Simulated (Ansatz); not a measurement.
Structures of equal composition on the (0001) surface of hcp Ru: a layer of Cu in place of the second plane; a layer of Cu in place of the third plane. The slabs share one bottom face, and each structure is named by its start. These are constructed structures in small cells; real faces may alloy, dewet or reconstruct in larger ones, and not all known structures of the face are among them. Slabs of about 11 Å, Fermi-Dirac smearing of 0.1 eV. Bottom of the slabs: a bare face, its two planes held. Relaxed from the named starts with such symmetry as they have, on meshes of like density; energies extrapolated to zero smearing; spin only where a row says so; no spin-orbit coupling, no U. Brackets mark spin-polarised runs, whose order is one that fits the cell.

Level of theory: PBE (plane waves to 420 eV, PAW; Ansatz, a quantum-chemistry and plane-wave program).

Problem. Rank these by energy per 1x1 cell (lowest first), as PBE gives it.

Solution. a layer of Cu in place of the third plane (0.000 eV), a layer of Cu in place of the second plane (0.282 eV)
